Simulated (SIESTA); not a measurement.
## A self-consistent single point of LiCoTe2 (Pna2_1, 16 atoms in the cell) with SIESTA

Level of theory: GGA PBE, numerical atomic orbitals DZP, PseudoDojo PBE standard norm-conserving potentials (rewritten from UPF to PSML) (SIESTA 5.4.2).

This input was run:

```
# files in the folder: Li.psml Co.psml Te.psml (PseudoDojo PBE standard)
SystemName  LiCoTe2
SystemLabel LiCoTe2

NumberOfAtoms                16
NumberOfSpecies              3
%block ChemicalSpeciesLabel
  1 3 Li
  2 27 Co
  3 52 Te
%endblock ChemicalSpeciesLabel
LatticeConstant              1.0 Bohr
%block LatticeVectors
    13.843205733    0.000000000    0.000000000
     0.000000000   16.348383532    0.000000000
     0.000000000    0.000000000   13.183279356
%endblock LatticeVectors
AtomicCoordinatesFormat      Bohr
%block AtomicCoordinatesAndAtomicSpecies
     1.148986076   10.217739707    0.000000000  1
    12.694219658    6.130643824    6.591639678  1
     8.070588943   14.304835590    0.000000000  1
     5.772616791    2.043547941    6.591639678  1
     1.079770047    2.043547941    0.000000000  2
    12.763435686   14.304835590    6.591639678  2
     8.001372914    6.130643824    0.000000000  2
     5.841832820   10.217739707    6.591639678  2
     0.941337990    1.831018956    4.811896965  3
    12.901867744   14.517364576   11.403536643  3
     7.862940857    6.343172810    4.811896965  3
     5.980264877   10.005210721   11.403536643  3
     1.315104545   10.462965460    5.207395345  3
    12.528101189    5.885418071   11.799035023  3
     8.236707411   14.059609837    5.207395345  3
     5.606498322    2.288773694   11.799035023  3
%endblock AtomicCoordinatesAndAtomicSpecies

XC.functional                GGA
XC.authors                   PBE
PAO.BasisSize                DZP
PAO.EnergyShift              0.005 Ry
PAO.Polarization.NonPerturbative true
MeshCutoff                   400 Ry
%block kgrid.MonkhorstPack
    3   0   0  0.5
    0   3   0  0.5
    0   0   3  0.5
%endblock kgrid.MonkhorstPack
OccupationFunction           MP
OccupationMPOrder            1
ElectronicTemperature        50.0 meV
Spin                         polarized
%block DM.InitSpin
  1 +0.00
  2 +0.00
  3 +0.00
  4 +0.00
  5 +3.00
  6 +3.00
  7 +3.00
  8 +3.00
  9 +0.00
  10 +0.00
  11 +0.00
  12 +0.00
  13 +0.00
  14 +0.00
  15 +0.00
  16 +0.00
%endblock DM.InitSpin

MaxSCFIterations             150
SCF.Mixer.Method             Broyden
SCF.Mixer.Weight             0.1
SCF.Mixer.History            8
SCF.DM.Tolerance             1.0E-04
Diag.ParallelOverK           true
WriteForces                  true
Charge.Mulliken              end
```

Output (repeated stretches shortened):

```
reinit: Reading from file input.fdf

reinit: System Name: LiCoTe2
reinit: System Label: LiCoTe2

NOTE on units for spin output:
{S} is the spin magnetic moment, in units of the Bohr magneton,
assuming a g-factor for the electron spin of exactly 2.
The spin magnetic moment is then numerically equal to the charge inbalance,
in units of electrons, between the spin-up and -down channels.

coor:   Atomic-coordinates input format  =     Cartesian coordinates
coor:                                            (in Bohr units)

siesta: Atomic coordinates (Bohr) and species
siesta:      1.14899  10.21774   0.00000  1        1
siesta:     12.69422   6.13064   6.59164  1        2
siesta:      8.07059  14.30484   0.00000  1        3
siesta:      5.77262   2.04355   6.59164  1        4
siesta:      1.07977   2.04355   0.00000  2        5
siesta:     12.76344  14.30484   6.59164  2        6
siesta:      8.00137   6.13064   0.00000  2        7
siesta:      5.84183  10.21774   6.59164  2        8
siesta:      0.94134   1.83102   4.81190  3        9
siesta:     12.90187  14.51736  11.40354  3       10
siesta:      7.86294   6.34317   4.81190  3       11
siesta:      5.98026  10.00521  11.40354  3       12
siesta:      1.31510  10.46297   5.20740  3       13
siesta:     12.52810   5.88542  11.79904  3       14
siesta:      8.23671  14.05961   5.20740  3       15
siesta:      5.60650   2.28877  11.79904  3       16

siesta: System type = bulk

initatomlists: Number of atoms, orbitals, and projectors:     16   244   368

siesta: ******************** Simulation parameters ****************************
redata: Spin configuration                          = collinear
redata: Time-Reversal Symmetry                      = T
redata: Number of Atomic Species                    =        3
redata: Mesh Cutoff                                 =   400.0000 Ry
redata: Net charge of the system                    =     0.0000 |e|
   [... lines left out ...]
diag: Used triangular part                          = Lower
diag: Absolute tolerance                            =  0.100E-15
diag: Orthogonalization factor                      =  0.100E-05
diag: Memory factor                                 =  1.0000

superc: Internal auxiliary supercell:     5 x     3 x     5  =      75
superc: Number of atoms, orbitals, and projectors:   1200  18300  27600

                        Single-point calculation

superc: Internal auxiliary supercell:     5 x     3 x     5  =      75
superc: Number of atoms, orbitals, and projectors:   1200  18300  27600

outcell: Unit cell vectors (Ang):
        7.325509    0.000000    0.000000
        0.000000    8.651192    0.000000
        0.000000    0.000000    6.976291

outcell: Cell vector modules (Ang)   :    7.325509    8.651192    6.976291
outcell: Cell angles (23,13,12) (deg):     90.0000     90.0000     90.0000
outcell: Cell volume (Ang**3)        :    442.1182
new_DM -- step:     1
Initializing Density Matrix...

Attempting to read DM from file... Failed...
DM filled with atomic data (user-defined):

InitMesh: MESH = 90 x 108 x 90 = 874800
InitMesh: Mesh cutoff (required, used) =   400.000   417.168 Ry

stepf: Methfessel-Paxton step function
       Using Hermite-Gauss polynomials of order  1
        iscf     Eharris(eV)        E_KS(eV)     FreeEng(eV)     dDmax    Ef(eV) dHmax(eV)
   scf:    1   -39980.058765   -40163.278315   -40163.277604  0.912869 -3.221406 32.813079
     spin moment: {S} , |S| = {        0.0        0.0   16.00000 }    16.00000
   scf:    2   -40251.642197   -40245.263186   -40245.263143  0.447786 -5.056664  1.927964
     spin moment: {S} , |S| = {        0.0        0.0    9.80920 }     9.80920
   scf:    3   -40245.557123   -40245.413937   -40245.413717  0.005980 -5.080146  1.613565
     spin moment: {S} , |S| = {        0.0        0.0    9.78608 }     9.78608
   scf:    4   -40246.209777   -40245.852750   -40245.855810  0.043374 -5.274107  0.747231
     spin moment: {S} , |S| = {        0.0        0.0    9.28638 }     9.28638
   scf:    5   -40245.695520   -40245.838681   -40245.841700  0.018810 -5.233182  1.077528
     spin moment: {S} , |S| = {        0.0        0.0    9.14731 }     9.14731
   scf:    6   -40246.021782   -40245.978750   -40245.981233  0.040945 -5.261222  0.458709
   [... lines left out ...]
   scf:   25   -40246.043886   -40246.043864   -40246.046985  0.000447 -5.229624  0.001886
     spin moment: {S} , |S| = {        0.0        0.0    7.44766 }     7.44766
   scf:   26   -40246.043871   -40246.043867   -40246.046989  0.000192 -5.229543  0.002444
     spin moment: {S} , |S| = {        0.0        0.0    7.44731 }     7.44731
   scf:   27   -40246.043867   -40246.043867   -40246.046991  0.000128 -5.229513  0.001671
     spin moment: {S} , |S| = {        0.0        0.0    7.44727 }     7.44727
   scf:   28   -40246.043863   -40246.043865   -40246.046994  0.000131 -5.229514  0.000972
     spin moment: {S} , |S| = {        0.0        0.0    7.44744 }     7.44744
   scf:   29   -40246.043859   -40246.043862   -40246.046995  0.000111 -5.229531  0.000744
     spin moment: {S} , |S| = {        0.0        0.0    7.44768 }     7.44768
   scf:   30   -40246.043856   -40246.043859   -40246.046996  0.000086 -5.229558  0.000858
     spin moment: {S} , |S| = {        0.0        0.0    7.44791 }     7.44791
SCF Convergence by DM+H criterion
max |DM_out - DM_in|         :     0.0000856153
max |H_out - H_in|      (eV) :     0.0008575367
SCF cycle converged after 30 iterations

Using DM_out to compute the final energy and forces

siesta: E_KS(eV) =           -40246.0439

siesta: E_KS - E_eggbox =    -40246.0439

siesta: Atomic forces (eV/Ang):
     1    0.029379   -0.070949    0.073620
     2   -0.029379    0.070949    0.073621
     3    0.029378    0.070949    0.073620
     4   -0.029379   -0.070949    0.073620
     5   -0.017577    0.024621    0.304643
     6    0.017574   -0.024625    0.304646
     7   -0.017574   -0.024625    0.304645
     8    0.017575    0.024627    0.304642
     9   -0.126219   -0.256590   -0.459689
    10    0.126203    0.256565   -0.459729
    11   -0.126202    0.256565   -0.459715
    12    0.126212   -0.256574   -0.459694
    13    0.146592    0.203912    0.081765
    14   -0.146625   -0.203885    0.081760
    15    0.146637   -0.203888    0.081765
    16   -0.146597    0.203897    0.081760
   Tot   -0.000001    0.000000    0.001281
   Max    0.459729
   Res    0.197460    sqrt( Sum f_i^2 / 3N )
   Max    0.459729    constrained

Stress tensor Voigt[x,y,z,yz,xz,xy] (kbar):        6.20        0.42        9.69       -0.00        0.00        0.00
(Free)E + p*V (eV/cell)   -40247.5467
Target enthalpy (eV/cell)   -40246.0470

siesta: Program's energy decomposition (eV):
siesta: Ebs     =     -6829.670863
siesta: Eions   =     46020.373615
siesta: Ena     =      2849.241453
siesta: Ekin    =     20358.323133
siesta: Enl     =     -8974.052500
siesta: Eso     =         0.000000
siesta: Edftu   =         0.000000
siesta: DEna    =       115.828318
siesta: DUscf   =         2.426742
siesta: DUext   =         0.000000
siesta: Ex      =     -8127.810229
siesta: Ec      =      -449.627161
siesta: Exc     =     -8577.437390
siesta: Eharris =    -40246.043856
siesta: Etot    =    -40246.043859
siesta: FreeEng =    -40246.046996

siesta: Atomic forces (eV/Ang):
siesta:      1    0.029379   -0.070949    0.073620
siesta:      2   -0.029379    0.070949    0.073621
siesta:      3    0.029378    0.070949    0.073620
   [... lines left out ...]
siesta: Cell volume =        442.118151 Ang**3
siesta:          -5.43479205         -1.59205867  kBar
   [... lines left out ...]
              1.000   1.001   1.000   1.001   1.000   0.032   0.014   0.020

              0.020   0.030
  15  7.968   0.780   0.078   0.576   0.592   0.593   0.084   0.083   0.065
              1.000   1.001   1.000   1.001   1.000   0.032   0.014   0.020

              0.020   0.030
  16  7.968   0.780   0.078   0.576   0.592   0.593   0.084   0.083   0.065
              1.000   1.001   1.000   1.001   1.000   0.032   0.014   0.020

              0.020   0.030

mulliken: Qtot =      100.276

Mulliken Atomic Populations:
Atom #   charge [q] valence [e]      Sz [e]  Species
     1    -0.242373    3.242373    0.069530  Li
     2    -0.242373    3.242373    0.069530  Li
     3    -0.242373    3.242373    0.069530  Li
     4    -0.242373    3.242373    0.069530  Li
     5     0.292752   16.707248    1.618709  Co
     6     0.292777   16.707223    1.618730  Co
     7     0.292769   16.707231    1.618725  Co
     8     0.292753   16.707247    1.618710  Co
     9    -0.028676   16.028676    0.087727  Te
    10    -0.028676   16.028676    0.087727  Te
    11    -0.028676   16.028676    0.087727  Te
    12    -0.028676   16.028676    0.087727  Te
    13    -0.021714   16.021714    0.086002  Te
    14    -0.021715   16.021715    0.086003  Te
    15    -0.021714   16.021714    0.086002  Te
    16    -0.021714   16.021714    0.086002  Te
 Total    -0.000000                7.447911
```

The run converged in 30 iterations.

The starting cell was generated: these elements placed on a structure prototype, without a prior relaxation; it need not be a known phase or ordering of this composition. Its lattice was rescaled by a random factor within 2.5 % of one. The magnetic order is the one reached from the typed start; others were not searched systematically. Values carry the incompleteness of an atom-centred basis.

Cost on one core of a shared machine: roughly 10 min.
